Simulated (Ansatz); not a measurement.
We consider CsCl-type TiCo, described by LDA (PAW; Ansatz, a first-principles code).

Numerical settings: plane-wave cutoff 520 eV, 16×16×16 k mesh, Fermi–Dirac smearing 0.1 eV, perturbation theory, no spin polarisation, scalar-relativistic PAW data made under PBE.

The cell has the measured lattice: a = b = c = 2.995 Å, α = β = γ = 90.00°.

Give the computed TO(Γ) frequency.


- TO(Γ) frequency: 178 cm⁻¹

Note: the cell isn't this level's own, so it is under some stress, which shifts stiffness and frequencies.
